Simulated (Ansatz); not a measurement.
# BGeCN (model structure, started from the AlSiCN type, P3m1, No. 156, 4 atoms in the cell)

The numbers are results of PBE+SOC (Ansatz, a program for electronic structure, PAW), not measurements.

Settings: plane-wave cutoff 520 eV, 12×12×8 k mesh (along the axes of the cell as run), Fermi–Dirac smearing 0.01 eV, PAW data made under PBE.

Cell (relaxed with PBE-D3(BJ)):

```
CELL_PARAMETERS angstrom
      2.95645     0.00000     0.00000
     -1.47822     2.56036     0.00000
      0.00000     0.00000     4.79446
ATOMIC_POSITIONS crystal
  B  0.33333 0.66667 0.48819
  Ge 0.66667 0.33333 0.00296
  C  0.33333 0.66667 0.15730
  N  0.66667 0.33333 0.60155
```

- band gap = 2.07 eV (indirect)
- smallest direct gap on the k points sampled = 2.32 eV

Note: the relaxation could raise the start's symmetry but not lower it, so the cell can be a saddle point; cell and atoms aren't relaxed at this level (pressure 4.1 GPa).

The computed numbers hold no vibrational or temperature effects.

A model structure was made by putting elements into a prototype or built by hand; it is no filed structure, need not be a known phase, and can be a saddle point held by its symmetry.
